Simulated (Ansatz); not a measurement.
A free linear chain of Se atoms, relaxed period 4.761 Å, atoms relaxed at each strain.

```csv
strain,energy (meV a period),axial force (nN)
-0.015,+13.3,-0.64
+0.015,+12.9,+0.59
```

Calculation: PBE (plane waves to 420 eV, PAW; Ansatz, a first-principles code). Mesh 1×1×64. No spin polarisation, so a magnetic state wasn't tested. One-dimensional cell, images about 11 Å apart. A hypothetical model. Symmetry and one short period hold its shape; lower forms weren't sought. Pairing along the axis, which can open a gap, is among the distortions not tried. Values not marked SOC lack spin–orbit coupling. Buckling under compression is shut out by symmetry and the short period. Energies are free energies at a Fermi–Dirac width of 0.02 eV, from the unstrained cell.

Problem. Work out the axial stiffness dF/dε in two ways.

Solution. From the forces: (+0.59 − (-0.64))/0.030 = 41.0 nN. From the energies: (E₊ + E₋)/(ε² c) = 0.0262 eV/(0.015² × 4.761 Å) = 24.46 eV/Å = 39.2 nN. The two agree to within 5 %.
